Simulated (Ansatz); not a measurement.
**Pressure series in HfO2**

The parent structure is HfO2 in the fluorite structure (space group Fm-3m, No. 225; a = 5.059 Å).

Cell and atoms are relaxed at each pressure.

Method: r2SCAN, PAW, 500 eV (Ansatz, a program for electronic structure; no SOC), earlier PAW set.

```
P (GPa)  V (Å³/atom)
-------  -----------
-2.00         10.870
-1.00         10.829
2.99          10.673
7.01          10.527
15.01         10.264
30.00          9.845
50.00          9.394
75.00          8.942
100.00         8.575
```

Problem. Fit a third-order Birch–Murnaghan equation of state.

Solution. Least squares on P(V) = (3B₀/2)[(V₀/V)^(7/3) − (V₀/V)^(5/3)]·[1 + (3/4)(B₀′ − 4)((V₀/V)^(2/3) − 1)] gives V₀ = 10.79 Å³/atom, B₀ = 272 GPa and B₀′ = 4.1.

Between the base and pressure 30 GPa the gap moves from 4.30 eV to 4.54 eV, a mean slope of 8.0 meV/GPa.

Spin-orbit coupling, missing from the scalar runs, can matter with Hf. Load acts through the strain it causes; cell and atoms are relaxed under it. Stability against distortions was not tested. Competing high-pressure phases were not computed. This is not the structure that HfO2 has at room temperature and ambient pressure.
